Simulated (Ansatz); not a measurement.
The starting structures come from a database of crystals and need not be the phases stable at ambient conditions.

By PBEsol, the system below comes out a metal.

Crystal: NbIr3 (P6_3/mmc, not sure to be the ambient phase, 8 atoms a cell, 15.0 Å³ an atom, -8 GPa at this level); planes in its conventional cell.

These are PBEsol (plane waves, PAW; Ansatz, a quantum-chemistry and plane-wave program) values and carry that method's errors.

G/A = (e²/h) × open channels of both spins per area, as a mean over 0.1 eV about the Fermi level, without spin-orbit coupling, for the cells as given.

```
plane  area (Å²)  G/A (10¹⁵ S/m²)
-----  ---------  ---------------
(001)       26.8             0.67
(100)       24.9              [?]
```

Question: What belongs in the gaps?

Answer: 
- (100), G/A (10¹⁵ S/m²): 0.52
